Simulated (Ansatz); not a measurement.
A self-consistent single point of RbBr (Fm-3m, 2 atoms in the cell) with Ansatz (a first-principles code).

Computed with PBE, norm-conserving files (source: ansatz) (plane waves; Ansatz).

The change in words: lattice scaled by 0.98; basis.ecutwfc: 30.9 Ry → 55.5 Ry; hamiltonian.pseudopotentials: {kind: paw} (the program's default PAW files) → {kind: nc, source: ansatz}. Reference geometry:
```
RbBr
1.0
    0.00000     3.45533     3.45533
    3.45533     0.00000     3.45533
    3.45533     3.45533     0.00000
Rb Br
1 1
Cartesian
  0.00000   0.00000   0.00000
  3.45533   3.45533   3.45533
```

Reference input (self-consistent single point, DFT, PBE, plane waves, default PAW files): basis.ecutwfc = 30.9 Ry; kpoints.mp_grid.grid = 6 6 6; hamiltonian.xc = pbe; hamiltonian.pseudopotentials = {kind: paw} (the program's default PAW files); scf.occupations.method = fermi_dirac; scf.occupations.width = 0.0015 Ry. This run's input differs from it in these lines:

Ansatz 0.2 input:
```diff
@@ -3,5 +3,5 @@
   lattice:
-    - [0.00000000, 3.45533500, 3.45533500]
-    - [3.45533500, 0.00000000, 3.45533500]
-    - [3.45533500, 3.45533500, 0.00000000]
+    - [0.00000000, 3.38622800, 3.38622800]
+    - [3.38622800, 0.00000000, 3.38622800]
+    - [3.38622800, 3.38622800, 0.00000000]
   atoms:
@@ -10,3 +10,3 @@
 basis:
-  ecutwfc: 30.9 Ry
+  ecutwfc: 55.5 Ry
 kpoints:
@@ -17,3 +17,4 @@
   pseudopotentials:
-    kind: paw
+    kind: nc
+    source: ansatz
 scf:
```

Log, with long lists cut:

```
SCF iter   1: F=—  HF=-1271.537916 eV  |F-HF|=—  |Δ(HF+E_count)|=         —  Δρ=2.83e-2  dr2=1.18e0  ethr=3.10e-3  ⟨swp⟩=7.4  Hψ=1519  notcnv=0
all-band conjugate gradients solve this SCF's bands
preconditioner: auto → none
SCF iter   2: F=—  HF=-1271.031746 eV  |F-HF|=—  |Δ(HF+E_count)|=   5.06e-1  Δρ=6.46e-3  dr2=6.07e-2  ethr=3.10e-3  ⟨swp⟩=3.1  Hψ=555  notcnv=0
SCF iter   3: F=—  HF=-1271.031704 eV  |F-HF|=—  |Δ(HF+E_count)|=   4.25e-5  Δρ=3.01e-3  dr2=8.36e-3  ethr=3.79e-4  ⟨swp⟩=2.5  Hψ=372  notcnv=0
SCF iter   4: F=—  HF=-1271.037303 eV  |F-HF|=—  |Δ(HF+E_count)|=   5.60e-3  Δρ=6.99e-4  dr2=5.06e-4  ethr=5.22e-5  ⟨swp⟩=3.1  Hψ=354  notcnv=0
SCF iter   5: F=—  HF=-1271.037907 eV  |F-HF|=—  |Δ(HF+E_count)|=   6.05e-4  Δρ=9.17e-5  dr2=5.60e-6  ethr=3.16e-6  ⟨swp⟩=2.1  Hψ=361  notcnv=0
SCF iter   6: F=—  HF=-1271.037945 eV  |F-HF|=—  |Δ(HF+E_count)|=   3.75e-5  Δρ=2.31e-5  dr2=6.89e-7  ethr=3.50e-8  ⟨swp⟩=2.9  Hψ=365  notcnv=0
SCF iter   7: F=-1271.037945 eV  HF=-1271.037945 eV  |F-HF|=1.14e-8  |Δ(HF+E_count)|=   2.71e-7  Δρ=3.33e-6  dr2=1.46e-8  ethr=6.25e-10  ⟨swp⟩=8.8  Hψ=1210  notcnv=0
SCF 1 converged in 7 iterations: F = -1271.037945 eV  dr2 = 1.46e-8
Free energy (F): -1271.037945 eV
Internal energy: -1271.037945 eV  (E = F + TS)
E sigma→0 (E₀):  -1271.037945 eV
Fermi energy:    3.761727 eV
--- Forces (eV/Å), atoms counted from 1 ---
  atom   1  Rb    -0.00000000     0.00000000     0.00000000
  atom   2  Br     0.00000000    -0.00000000    -0.00000000
--- Stress (GPa, compression-positive) ---
        1.646480      -0.000000       0.000000
       -0.000000       1.646480       0.000000
        0.000000      -0.000000       1.646480
  P = ⅓ Tr σ = 1.6465 GPa (16.465 kbar)
  The stress holds the Pulay correction. Without it, at fixed plane waves, as pw.x and ABINIT print it: P = 1.6433 GPa
```

The run converged in 7 iterations. Against the reference run the pressure goes from 0.61 to 1.65 GPa and the gap on the mesh goes from 4.303 to 4.458 eV.

The starting cell has typed, rounded lattice constants, without a prior relaxation at this level. Its lattice was rescaled by up to half a per cent. For this run, on top of that: lattice scaled by 0.98. Ansatz's pressure includes its estimate of the finite-basis (Pulay) stress.
